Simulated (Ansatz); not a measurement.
By PBEsol, the system below comes out a metal.

Here is the system:

```yaml
crystal:
  lattice:
    - [2.52963, 0.00000, 0.00000]
    - [0.00000, 2.52963, 0.00000]
    - [1.26481, -1.26481, 1.78872]
  atoms:
    - { symbol: Cu, position: [0.00000, 0.00000, 0.00000] }
```

Space group of this cell: Fm-3m, fcc (Cu type). The cell is taken as given; by PBEsol its mean pressure is -1.9 GPa.

The current runs along the normal of the first two printed vectors, the (001) plane. All runs by Ansatz (a quantum-chemistry and plane-wave program), plane waves and PAW, without spin-orbit coupling; the base is PBEsol.

| run | mean pressure (GPa) | G/A, both spins (10¹⁵ S/m²) |
|---|---|---|
| base | -1.9 | 1.11 |
| all lengths scaled by 0.98 | 9.3 | ? |
| all lengths scaled by 1.02 | -10.0 | 1.08 |
| lengths across the current scaled by 0.98, ions clamped | 5.2 | 1.15 |
| lengths across the current scaled by 1.02, ions clamped | -7.6 | 1.08 |
| lengths along the current scaled by 0.97, ions clamped | 3.3 | ? |
| lengths along the current scaled by 1.03, ions clamped | -6.2 | 1.09 |

Task: Fill in the missing entries.

Result: 
- all lengths scaled by 0.98, G/A, both spins (10¹⁵ S/m²): 1.16
- lengths along the current scaled by 0.97, ions clamped, G/A, both spins (10¹⁵ S/m²): 1.14
